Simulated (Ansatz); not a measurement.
For In (model structure, Fd-3m, No. 227, 2 atoms in the cell), LDA in Ansatz (plane waves, PAW) gives:

| Property | Result |
|---|---|
| equilibrium lattice constant a | 6.466 Å |
| bulk modulus | 32.1 GPa |
| cohesive energy | 2.70 eV/atom |

Q: What does r²SCAN (PAW; Ansatz, a quantum-chemistry and plane-wave program) give for the same quantities?

A: 
- lattice constant a: 6.616 Å (increases by 2.3 %)
- bulk modulus: 28.2 GPa (decreases by 12 %)
- cohesive energy: 2.11 eV/atom (drops by 0.59 eV/atom)

Changes are worked out from the printed values.

Unless a cell is named, each level is at its own relaxed cell (LDA 33.79, r²SCAN 36.21 Å³/atom).

Levels without +SOC leave out spin–orbit coupling, which shifts energies and cells of such heavy elements.

Caveats: the bulk modulus is −V dP/dV from two relaxed cells at ±2 % in volume (LDA, r²SCAN). Ansatz's density-functional and Hartree–Fock values are scalar-relativistic unless marked +SOC, with PAW data made under PBE.

A model structure was made by putting elements into a prototype or built by hand; it is no filed structure, need not be a known phase, and can be a saddle point held by its symmetry.
